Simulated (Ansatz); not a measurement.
Cu: tensor shear ε_xy = +1.14 %

Base system: Cu in the fcc (Cu type) structure (space group Fm-3m, No. 225; a = 3.518 Å; relaxed with 0.1 eV smearing). Axes: x, y, z lie along the cube axes.

Perturbation: tensor shear ε_xy = +1.14 % (engineering shear γ = 0.0228), atoms relaxed at fixed cell.

Calculations: Ansatz (a program for electronic structure), LDA, PAW, cutoff 420 eV, no spin-orbit coupling. k-mesh 32×32×32 (Γ-centred); smearing 0.1 eV (Fermi–Dirac).

| quantity | base | changed | shift |
|---|---|---|---|
| volume per atom | 10.89 Å³ | 10.89 Å³ | 0.00 Å³ |
| space group | Fm-3m (No. 225) | Immm (No. 71) | – |
| shortest interatomic distance | 2.488 Å | 2.459 Å | -0.0284 Å |
| energy relative to the base (free energy F) | 0 meV/atom | +1.8 meV/atom | +1.8 meV/atom |
| pressure (mean of the normal stresses, compression positive) | 0.0 GPa | 0.1 GPa | +0.1 GPa |
| band gap | zero | zero | – |
| stress (xx, yy, zz, yz, xz, xy; compression positive) | – | (0.2, 0.2, 0.0, 0.0, 0.0, -2.3) GPa | – |

The cells carry an imposed strain or load. No phonon test of stability was made. The final runs are not spin-polarised.
